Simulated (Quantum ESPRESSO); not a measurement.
A self-consistent single point of Ti (P6_3/mmc, 4 atoms in the cell) with Quantum ESPRESSO.

Level of theory: PBE, PseudoDojo standard norm-conserving (PBE) pseudopotentials (plane waves; Quantum ESPRESSO 7.5).

```xyz
4
Lattice="2.9484 0.0000 0.0000 -1.4742 2.5534 0.0000 0.0000 0.0000 9.4866" Properties=species:S:1:pos:R:3 pbc="T T T"
Ti     0.0000     0.0000     0.0000
Ti     0.0000     0.0000     4.7433
Ti     0.0000     1.7023     2.3716
Ti     1.4742     0.8511     7.1149
```

Reference input (self-consistent single point, DFT, PBE, plane waves, PseudoDojo standard norm-conserving (PBE) pseudopotentials): ecutwfc = 85 Ry; occupations = smearing; smearing = marzari-vanderbilt; degauss = 0.019992 Ry; potentials = {Ti: Ti.upf}; K_POINTS = automatic 10 10 3 0 0 0; conv_thr = 1e-10 Ry; mixing_beta = 0.7. This run's input differs from it in these lines:

```diff
@@ -12,3 +12,3 @@
   ntyp = 1
-  ecutwfc = 85
+  ecutwfc = 34
   occupations = 'smearing'
```

Output, abridged:

```
     Self-consistent Calculation

     iteration #  1     ecut=    34.00 Ry     beta= 0.70

     total energy              =    -472.99105866 Ry
     estimated scf accuracy    <       0.66489374 Ry

     iteration #  2     ecut=    34.00 Ry     beta= 0.70

     total energy              =    -473.08979813 Ry
     estimated scf accuracy    <       0.18141634 Ry

     iteration #  3     ecut=    34.00 Ry     beta= 0.70

     total energy              =    -472.96934345 Ry
     estimated scf accuracy    <       2.92424759 Ry

   [... 11 blocks of this kind left out ...]

     iteration # 15     ecut=    34.00 Ry     beta= 0.70

     total energy              =    -473.18484404 Ry
     estimated scf accuracy    <          6.5E-09 Ry

     iteration # 16     ecut=    34.00 Ry     beta= 0.70
     End of self-consistent calculation

     the Fermi energy is    13.4454 ev

!    total energy              =    -473.18484404 Ry
     estimated scf accuracy    <          1.4E-11 Ry
     smearing contrib. (-TS)   =      -0.00040287 Ry
     internal energy E=F+TS    =    -473.18444117 Ry

     convergence has been achieved in  16 iterations

     Forces acting on atoms (cartesian axes, Ry/au):

     atom    1 type  1   force =     0.00000000   -0.00000000    0.00000000
   [... zero for the other atoms too ...]

     Total force =     0.000000     Total SCF correction =     0.000000

          total   stress  (Ry/bohr**3)                   (kbar)     P=    -1431.38
  -0.00974799   0.00000000   0.00000000        -1433.98        0.00        0.00
   0.00000000  -0.00974799   0.00000000            0.00    -1433.98        0.00
   0.00000000   0.00000000  -0.00969495            0.00        0.00    -1426.18

   JOB DONE.
```

The run converged in 16 iterations. Against the reference run the free energy rises by 5.60 eV/atom and the pressure goes from -2.28 to -143.1 GPa. The full log also holds: “c_bands:  2 eigenvalues not converged”.

The starting cell was generated: these elements placed on a structure prototype, without a prior relaxation; it need not be a known phase or ordering of this composition. Its lattice was rescaled by a random factor within 2.5 % of one. Spin polarisation is off. At the lowered cutoff the pressure carries the error of an incomplete plane-wave basis.

Cost on one core of a shared machine: roughly 30 s.
